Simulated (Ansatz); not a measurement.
GaN: pressure series

The parent structure is GaN in the wurtzite structure (space group P6_3mc, No. 186).

```xyz
4
Lattice="3.1826 0.0000 0.0000 -1.5913 2.7562 0.0000 0.0000 0.0000 5.1853" Properties=species:S:1:pos:R:3 pbc="T T T"
Ga     1.5913     0.9187     0.0047
Ga     0.0000     1.8375     2.5974
N      1.5913     0.9187     3.2371
N      0.0000     1.8375     0.6445
```

Cell and atoms are relaxed at each pressure.

Computed with PBEsol (Ansatz, a program for electronic structure, PAW, scalar-relativistic without spin-orbit coupling).

| P (GPa) | V (Å³/atom) |
|---|---|
| -2.00 | 11.496 |
| -1.00 | 11.433 |
| 1.80 | 11.266 |
| 4.20 | 11.132 |
| 9.00 | 10.889 |
| 18.00 | 10.496 |
| 30.00 | 10.065 |
| 45.00 | 9.628 |
| 60.00 | 9.268 |

Question: Fit a third-order Birch–Murnaghan equation of state.

Answer: Least squares on P(V) = (3B₀/2)[(V₀/V)^(7/3) − (V₀/V)^(5/3)]·[1 + (3/4)(B₀′ − 4)((V₀/V)^(2/3) − 1)] gives V₀ = 11.37 Å³/atom, B₀ = 189 GPa and B₀′ = 4.3.

Between the base and pressure 18 GPa the gap moves from 1.88 eV to 2.40 eV, a mean slope of 29 meV/GPa.

Load acts through the strain it causes; cell and atoms are relaxed under it. Whether these cells are dynamically stable was not tested. Measured, GaN leaves this structure (for rock salt) near 47 GPa (temperature not stated; as listed in Datta, Sujoy, Jana, Debnarayan, arXiv (2020)), on rising pressure, with hysteresis.
